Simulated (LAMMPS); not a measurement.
Quenches at 1e+12 K/s across the composition of Cu (fcc) with a share x of Cu sites Zr; each row starts from its own melt temperature.

Method: classical MD, pair style eam/fs, file CuZr_mm.eam.fs (LAMMPS).

```csv
x,density,state
0.1,8.19 g/cm³ (one sample),glass
0.25,7.79 g/cm³ (one sample),glass
0.36,7.51 g/cm³ (one sample),glass
0.44,7.30 g/cm³ (one sample),glass
0.5,7.14 g/cm³ (one sample),glass
0.6,6.94 g/cm³ (one sample),glass
0.75,6.68 g/cm³ (one sample),glass
```
